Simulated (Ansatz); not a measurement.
Amorphous Si24O51Y2, 77 atoms at 2.45 g/cm³, one PBE-relaxed geometry, zone centre. Methods: PBE, scalar-relativistic without spin-orbit coupling (Ansatz, a quantum-chemistry and plane-wave program); r2SCAN, scalar-relativistic without spin-orbit coupling (Ansatz); HSE06, scalar-relativistic without spin-orbit coupling (Ansatz). Plane waves to 420 eV (r2SCAN 500 eV); exact exchange is cut at the cell's faces. At PBE the levels at the filled edge of the gap are localised (band-tail or defect states), and the nearest spread-out levels lie 4.9 eV apart at the zone centre. All rungs ran without spin polarisation.

A CHGNet melt-quench gave the starting glass, which DFT then relaxed. O atoms were pushed apart under 1.9 Å during the dynamics, to hinder bonds among them. The hot cell started wider than the set density and was brought back towards it in steps. It is the lowest in DFT energy of 2 quenches. It is a model cell: composition and starting density were chosen by hand, and all elements were melted together. No dispersion term was used. Its density started from a set value of 2.38 and ended at 2.45 g/cm³. The quench (nominally 400 K/ps over its main leg) was far faster than any real one, so the model tends to hold more defects than a real film. A cell of this size samples the disorder only roughly. Volume and shape were free in the relaxation.

The relaxation ran on the zone centre alone. At PBE the level gap is 4.20 eV on a 2×2×2 Γ-centred mesh, and the spacing at the zone centre alone 4.20 eV.

Problem. What zone-centre spacing does r2SCAN give, roughly?

Solution. 4.73 eV (+0.53 eV against PBE).

Problem. What zone-centre spacing does HSE06 give, roughly?

Solution. 5.85 eV (+1.64 eV against PBE).

The highest filled and the lowest empty state spread over these numbers of atoms (participation numbers): PBE: 3.8 and 9.1; r2SCAN: 3.7 and 8.5; HSE06: 3.7 and 9.5.
